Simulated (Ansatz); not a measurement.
# Lattice parameter a of TaAs (model structure, started from the CoSn type, P6/mmm, No. 191, 6 atoms in the cell) at several levels of theory

No measured value is used here.

```json
[
 {"level (code)": "PBE (Ansatz)", "value (Å)": "5.662"},
 {"level (code)": "PBEsol (Ansatz)", "value (Å)": "[?]"},
 {"level (code)": "PBE-D3(BJ) (Ansatz)", "value (Å)": "5.604"}
]
```

Complete the blanks.


- PBEsol (Ansatz, a program for electronic structure), value (Å): 5.594

Density-functional levels without +SOC have no spin–orbit coupling. Ansatz's density-functional and Hartree–Fock values are scalar-relativistic unless marked +SOC, with PAW data made under PBE.

A model structure was made by putting elements into a prototype or built by hand; it is no filed structure, need not be a known phase, and can be a saddle point held by its symmetry.
